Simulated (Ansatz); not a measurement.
# Electron-phonon data for Ta (Im-3m)

Here is the system:

```
CELL_PARAMETERS angstrom
     -1.64114     1.64114     1.64114
      1.64114    -1.64114     1.64114
      1.64114     1.64114    -1.64114
ATOMIC_POSITIONS crystal
  Ta 0.00000 0.00000 0.00000
```

Level of theory: PBEsol, DFPT electron-phonon coupling, linearised Boltzmann equation (plane waves, PAW, scalar-relativistic; Ansatz, an electronic-structure program). Geometry: relaxed with this functional, without spin-orbit coupling.

The resistivity at 300 K comes out as 12.6 μΩ·cm, the resistivity at 77 K comes out as 2.2 μΩ·cm and the electron mean free path at 300 K (weighted by the current that each state carries) comes out as 3.7 nm. The resistivity times mean free path for one path shared by all states (from the Fermi surface's area) is 4.2 ×10⁻¹⁶ Ω·m². The electron-phonon coupling λ is 0.94 and the transport coupling λ_tr comes out as 0.90. The logarithmic mean phonon energy is 12.6 meV. The density of states at the Fermi level is 0.63 states/(eV·spin·cell) and the drude plasma energy is 9.0 eV. The Hall coefficient at 300 K is 9.3 ×10⁻¹¹ m³/C and the Tc for μ* = 0.10 (anisotropic Eliashberg) is 9.6 K. The Tc for μ* = 0.13 (anisotropic Eliashberg) comes out as 7.9 K.

A metal at this level (no band gap). Only scattering by harmonic phonons is included (no impurities, grain boundaries, electron-electron scattering or thermal expansion). Spin-orbit coupling is left out, which matters with elements this heavy. For metals of groups 4 to 10, Tc at these values of μ* can lie well above the measured one. The self-energy correction of the phonons between q points moved λ by 3 %. The run warned that the eigensolver left some states short of its tolerance. Halving the electron mesh (36x36x36) moves the resistivity by up to 2 % at 300 K, the mean free path by up to 2 %, the coupling by up to 2 %, Tc by up to 2 %. Smearing 0.20 eV; phonons on a 6x6x6 q mesh, which this run doesn't test and which matters most at low temperature. Tc comes from the anisotropic Migdal-Eliashberg equations with μ*, a chosen number, referred to 14.0 meV.
